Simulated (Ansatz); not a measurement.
# FeO in the rock salt structure (space group Fm-3m, No. 225; ferromagnetic)

FeO is taken in the cubic space group Fm-3m (No. 225), the rock salt structure, Pearson symbol cF8. Lattice parameters: a = b = c = 4.309 Å, α = β = γ = 90.00°. O on 4a has 6 Fe at 2.154 Å (octahedral). Fe on 4b has 6 O at 2.154 Å (octahedral). (Neighbours: up to the widest gap in distance over summed covalent radii, below 1.35, at either atom; cation-cation and far metal-metal contacts left out.)
(The calculation used a cell of 2 atoms; values per cell refer to that cell.)

Computed with PBE, PAW, 420 eV (Ansatz, a quantum-chemistry and plane-wave program; spin-orbit coupling left out). k-mesh 19×19×19 (Γ-centred); smearing 0.05 eV (Fermi–Dirac).

| Item | Result |
|---|---|
| Volume per atom | 10.00 Å³ |
| Density | 5.96 g/cm³ |
| Band gap | zero |
| Magnetic state | ferromagnetic |
| Total energy | -2523.559 eV/atom (σ→0; compares only within this code and set-up) |

Stability against distortions was not tested. No Hubbard U is applied and the magnetic state is the run's own (FeO ferromagnetic); other magnetic orders, which need larger cells, were not tried and can change the gap. In its common phase, real FeO is an antiferromagnetic insulator at low temperature.
